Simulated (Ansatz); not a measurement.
The reference is Y in the hcp (Mg type) structure (space group P6_3/mmc, No. 194; a = 3.6826 Å, c = 5.6985 Å).

Calculations: r2SCAN/PAW in Ansatz (a program for electronic structure), no SOC.

One change was made to it. Results:

```
quantity                 base     after
-------------------  --------  --------
lattice parameter a  368.3 pm  352.0 pm
c/a ratio               1.547     1.539
```

Which change produced these results?
(A) pressure −2 GPa
(B) pressure 15 GPa
(C) pressure 7 GPa
(D) pressure −1 GPa

C, pressure 7 GPa. For comparison, the lattice parameter a in the other runs: pressure −1 GPa gives 371.3 pm; pressure −2 GPa gives 374.6 pm; pressure 15 GPa gives 337.8 pm.

Load acts through the strain it causes; cell and atoms are relaxed under it. No phonon test of stability was made. No other phases were tried under pressure. The final runs are not spin-polarised.
